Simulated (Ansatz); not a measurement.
Data:

```
CELL_PARAMETERS angstrom
      3.94717     0.00000     0.00000
      0.00000     3.94717     0.00000
      0.00000     0.00000     3.94717
ATOMIC_POSITIONS crystal
  Ba 0.00000 0.00000 0.00000
  Ti 0.50000 0.50000 0.50000
  O  0.50000 0.00000 0.50000
  O  0.00000 0.50000 0.50000
  O  0.50000 0.50000 0.00000
```

No spin polarisation.

The values are results of PBE, PAW, 420 eV (Ansatz, a program for electronic structure; no SOC), not measurements. k-mesh 8×8×8 (Γ-centred); smearing 0.05 eV (Fermi–Dirac).

**Question.** Predict the band gap, gap character, smallest direct gap and width of the top valence band.

**Answer.** The band gap is 1.90 eV and the gap character comes out as indirect, R → Γ. The smallest direct gap is 1.96 eV and the width of the top valence band comes out as 0.97 eV.

Load acts through the strain it causes; cell and atoms are relaxed under it. Whether these cells are dynamically stable was not tested. Competing high-pressure phases were not computed. The final runs are not spin-polarised. The cell was made from BaTiO3 in the cubic perovskite structure (space group Pm-3m, No. 221) by this change: pressure 10 GPa. Many cubic perovskites are stable only at high temperature; tilts and polar distortions were not tested. This is not the structure that BaTiO3 has at room temperature and ambient pressure.
